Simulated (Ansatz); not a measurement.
**CoPdO2, response to strain**

Start from CoPdO₂ (space group R-3m, No. 166; not spin-polarised; relaxed with 0.1 eV smearing).

```
CoPdO2
1.0
    1.41277     0.81566     5.91798
   -1.41277     0.81566     5.91798
    0.00000    -1.63133     5.91798
Pd Co O
1 1 2
Direct
  0.00000   0.00000   0.00000
  0.50000   0.50000   0.50000
  0.11263   0.11263   0.11263
  0.88737   0.88737   0.88737
```

Cartesian axes are those of the cell as printed.

Strains are applied to the cell and any free atomic positions relax; under biaxial strain the out-of-plane vector relaxes too; under stress the whole cell relaxes.

The values are results of r2SCAN in Ansatz (plane waves to 500 eV, PAW, without spin-orbit coupling), not measurements.

Notes on the quantities. energy relative to the base: free energy F; pressure: mean of the normal stresses, compression positive.

```csv
change,energy relative to the base,shortest interatomic distance,space group,pressure
base,0 meV/atom,1.893 Å,R-3m (No. 166),0.0 GPa
"biaxial strain +2.11 %, plane normal [001], relaxed out of plane",+11 meV/atom,1.910 Å,R-3m (No. 166),-5.3 GPa
isotropic strain +1.40 %,+12 meV/atom,1.916 Å,R-3m (No. 166),-8.8 GPa
tensor shear ε_yz = −0.58 %,+0.3 meV/atom,1.891 Å,C2/m (No. 12),0.0 GPa
"uniaxial stress, 8 GPa tension along x",+7.7 meV/atom,1.888 Å,C2/m (No. 12),–
```

Beyond what the load breaks, stability against distortions was not tested. Starting moments died away, wholly or in part, for the base; another magnetic solution may exist. No Hubbard U is applied and the magnetic state is the run's own (CoPdO2 not spin-polarised; CoPdO2 non-magnetic); small cells can't hold the antiferromagnetic order that many such compounds have, so gaps and moments can be off. All final runs are without spin polarisation. An odd electron count without spin: CoPdO2.

Ansatz is an electronic-structure program.
